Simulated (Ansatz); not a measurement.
# Quick settings and what they miss: BW (Cmcm, 4 atoms in the cell)

Self-consistent single point.

```yaml
crystal:
  lattice:
    - [1.57838, -4.23433, 0.00000]
    - [1.57838, 4.23433, 0.00000]
    - [0.00000, 0.00000, 3.09018]
  atoms:
    - { symbol: B, position: [0.56102, 0.43898, 0.25000] }
    - { symbol: B, position: [0.43898, 0.56102, 0.75000] }
    - { symbol: W, position: [0.85539, 0.14461, 0.25000] }
    - { symbol: W, position: [0.14461, 0.85539, 0.75000] }
```

Level of theory: PBEsol, PAW files made with PBE (plane waves; Ansatz, an electronic-structure program).

Base settings: basis.ecutwfc = 420 eV; kpoints.mp_grid.grid = 8 8 7; hamiltonian.xc = pbesol; hamiltonian.pseudopotentials = {kind: paw} (the program's default PAW files); scf.occupations.method = cold; scf.occupations.width = 0.136 eV.

Tight run (finer mesh or higher cutoff; not a proven limit): basis.ecutwfc: 420 eV → 590 eV; kpoints.mp_grid.grid: 8 8 7 → 11 11 10; scf.convergence.dr2_threshold: default (1e-07 eV) → 1e-09 eV. It gave Fermi level (on the code's own zero) 21.59 eV; pressure -2.10 GPa; largest force (vector length) 0.058 eV/Å.

Quick runs, as changes from the base:
- A: the base itself
- B: basis.ecutwfc: 420 eV → 335 eV; kpoints.mp_grid.grid: 8 8 7 → 2 2 2; kpoints.mp_grid.shift: default → 0.5 0.5 0.5; scf.convergence.dr2_threshold: default (1e-07 eV) → 0.001 eV
- C: kpoints.mp_grid.grid: 8 8 7 → 4 4 4; scf.occupations.method: cold → methfessel_paxton; scf.occupations.width: 0.136 eV → 0.272 eV
- D: basis.ecutwfc: 420 eV → 250 eV; kpoints.mp_grid.grid: 8 8 7 → 1 1 1; hamiltonian.xc: pbesol → lda; kpoints.mp_grid.shift: default → 0.5 0.5 0.5 [LDA (PW92)]
- E: basis.ecutwfc: 420 eV → 210 eV; kpoints.mp_grid.grid: 8 8 7 → 8 8 8
- F: basis.ecutwfc: 420 eV → 250 eV; kpoints.mp_grid.grid: 8 8 7 → 3 3 3; hamiltonian.xc: pbesol → lda; scf.occupations.method: cold → fermi_dirac; scf.occupations.width: 0.136 eV → 0.2 eV; kpoints.mp_grid.shift: default → 0.5 0.5 0.5; scf.convergence.dr2_threshold: default (1e-07 eV) → 0.0001 eV [LDA (PW92)]

Energies are extrapolated to zero smearing width, which holds to low order in the width alone.

Dashes: energy of D, F, another energy zero.

† marks runs with another functional, U, potentials or spin treatment: their distance from the tight run is not a convergence error alone.

The count of work is k-points × plane waves × bands × iterations; it is no time. 

Pressures in the table are Ansatz's without its Pulay estimate, at a fixed set of plane waves; the tight run's value above holds the estimate.

The starting cell comes from a database of computed structures (which also holds hypothetical and non-ambient phases and stackings), without a prior relaxation at this level. Its lattice was rescaled by a random factor within 2.5 % of one. Spin polarisation is off.

| run | energy less tight (meV/atom) | pressure less tight (GPa) | largest miss in a force vector (eV/Å) | count of work / tight |
|---|---|---|---|---|
| A | 2.0 | -0.05 | 0.049 | 0.21 |
| B | 90.3 | 0.73 | 0.396 | 0.0031 |
| C | 22.0 | 0.21 | 0.394 | 0.052 |
| D† | – | -3.67 | 13.986 | 0.0011 |
| E | 1030.5 | -79.88 | 0.353 | 0.094 |
| F† | – | -27.23 | 0.319 | 0.0077 |

Among the runs at the tight run's level, the energy misses run from 2.0 to 1030.5 meV/atom.

Keys are those of Ansatz 0.2.
